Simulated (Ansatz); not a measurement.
Take CdS in the wurtzite structure (space group P6_3mc, No. 186; a = 4.074 Å, c = 6.637 Å) as the base. Axes: x lies along a and z along c of the hexagonal cell.

Calculations: DFT with LDA, PAW potentials and a 420 eV plane-wave cutoff in Ansatz (an electronic-structure program), scalar-relativistic without spin-orbit coupling.

Strains are applied to the cell and any free atomic positions relax.

One change was made to it. Results:

```tsv
quantity	base	after
electron mass	0.11 mₑ along c, 0.11 mₑ across (at Γ)	0.11 mₑ along z, 0.11 mₑ across (at Γ)
band gap	1.03 eV	1.02 eV
energy relative to the base (free energy F)	0 meV/atom	+0.1 meV/atom
```

Task: Name the change that was made.
A) tensor shear ε_xz = +0.33 %
B) tensor shear ε_xz = +1.67 %
C) tensor shear ε_xz = +2.00 %

Result: A, tensor shear ε_xz = +0.33 %. For comparison, the energy relative to the base in the other runs: tensor shear ε_xz = +1.67 % gives +1.3 meV/atom; tensor shear ε_xz = +2.00 % gives +1.9 meV/atom.

Effective masses come from finite differences of ±0.01 Å⁻¹. Stability against distortions was not tested.
